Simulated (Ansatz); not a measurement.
## The (111) surface of germanium, 2x2 Ge vacancy (bottom of the slab: 4 H on 4 bottom sites)

Computed with PBE (plane waves to 420 eV, PAW; Ansatz, a quantum-chemistry and plane-wave program).

Model: 35-atom slab, 12.4 Å thick at the start with caps and adatoms (thin: gaps and levels are the slab's own), 4x4x1 mesh, Fermi-Dirac 0.025 eV, dipole correction, 8 atoms held, the rest relaxed; symmetry of the start imposed; no spin (no spin-polarised run to compare, though such a face may carry moments), no spin-orbit, no U. The slab shows no gap on its mesh. It is one candidate, not shown to be the stable structure of the face.

```
Quantity                                             Result
-----------------------------  ----------------------------
work function of the top face                       4.90 eV
energy released by relaxation                       1.04 eV
cost                           very roughly 23 core-minutes
```
